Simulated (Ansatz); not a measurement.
The starting structures come from a database of crystals and need not be the phases stable at ambient conditions.

Here is the system:

```
YHO2
1.0
    4.30115     0.00000     0.00000
    1.94217     5.63615     0.00000
    0.00000     0.00000     3.63346
Y H O
2 2 4
Direct
  0.66824   0.68921   0.75000
  0.33176   0.31079   0.25000
  0.98254   0.92025   0.25000
  0.01746   0.07975   0.75000
  0.76620   0.44889   0.25000
  0.23380   0.55111   0.75000
  0.75143   0.93790   0.25000
  0.24857   0.06210   0.75000
```

Space group of this cell: P2_1/m. The cell is taken as given; by PBEsol its mean pressure is -1.9 GPa.

Transport runs along the normal of the first two printed cell vectors.

The gap is the functional's own. No spin-orbit coupling. Mid-gap values are interpolated on the energy grid.

Task: Compute, with PBEsol (Ansatz, a program for electronic structure), the band gap and the smallest decay constant κ at mid-gap.

Result: Gap 4.08 eV on a 8×6×8 mesh; κ = 0.340 1/Å, at the zone centre.
